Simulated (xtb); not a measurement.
xtb 6.7.1, GFN2-xTB: Si(F)3(NHMe) (CN[Si](F)(F)F), 10 atoms. The geometry is a generated start, not checked to be a minimum at this level.

```json
{
  "method": "GFN2-xTB",
  "--acc": "1 (default)",
  "--etemp (K)": "300 (default)",
  "detailed input (--input)": "none: ANC optimiser, Lindh (1995) Hessian, microcycle=20, maxdispl=1.0, hlow=0.01 (default)",
  "basis_functions": "34",
  "valence_electrons": "38"
}
```

```xyz
10

C     -1.4194    -0.0913     0.2277
N     -0.1431     0.5904     0.1200
Si     1.3344    -0.1128    -0.2936
F      2.0848    -0.9973     0.7967
F      2.3720     1.0274    -0.6507
F      1.1706    -1.0957    -1.5216
H     -1.6000    -0.4580     1.2418
H     -1.4311    -0.9387    -0.4540
H     -2.2256     0.5901    -0.0479
H     -0.1426     1.4858     0.5815
```

The structure is relaxed from this start with --opt LEVEL for the levels crude, sloppy, loose, lax, normal, tight, vtight, extreme, once each. Up to the end of the extreme run atoms move by at most 0.12 Å along an axis.

Q: Choose the cheapest level whose final energy lies within 1 meV of that of extreme.

A: lax: 4 cycles against 20, ending 0.75 meV above.

| level | cycles | energy above the extreme run (meV) | gradient norm (eV/Å) |
|---|---|---|---|
| crude | 1 | 2.5 | 0.17 |
| sloppy | 1 | 2.5 | 0.17 |
| loose | 1 | 2.5 | 0.17 |
| lax | 4 | 0.75 | 0.082 |
| normal | 6 | 0.50 | 0.028 |
| tight | 15 | 0.014 | 0.0094 |
| vtight | 17 | under 0.01 | 0.0041 |
| extreme | 20 | — | 0.0015 |
